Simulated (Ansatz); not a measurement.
Take InSe in the beta-GaS type structure (space group P6_3/mmc, No. 194; layered, stacked along the Cartesian z axis) as the base.

InSe has the hexagonal space group P6₃/mmc (No. 194), Pearson symbol hP8. Cell: a = 4.032 Å, b = 4.032 Å, c = 16.763 Å, α = 90.00°, β = 90.00°, γ = 120.00°. In on 4f is surrounded by 3 Se at 2.660 Å (trigonal pyramidal). Se on 4f is surrounded by 3 In at 2.660 Å (trigonal pyramidal). (Neighbours: up to the widest gap in distance over summed covalent radii, below 1.35, at either atom; cation-cation and far metal-metal contacts left out.)

Computed with PBE-D3(BJ), PAW, 420 eV (Ansatz, a program for electronic structure; scalar-relativistic without spin-orbit coupling), earlier PAW set.

One change was made to it. Results:

| quantity | base | after |
|---|---|---|
| density | 5.45 g/cm³ | 5.81 g/cm³ |
| c/a ratio | 4.157 | 4.110 |

Problem. Name the change that was made.
(A) pressure 0.9 GPa
(B) pressure 2.1 GPa
(C) pressure 9 GPa
(D) pressure 22.5 GPa

Solution. B, pressure 2.1 GPa. For comparison, the density in the other runs: pressure 0.9 GPa gives 5.62 g/cm³; pressure 9 GPa gives 6.58 g/cm³; pressure 22.5 GPa gives 7.63 g/cm³.

The mesh was chosen for an insulator and is coarse for the gapless case. Load acts through the strain it causes; cell and atoms are relaxed under it. Stability against distortions was not tested. No other phases were tried under pressure. All final runs are without spin polarisation.
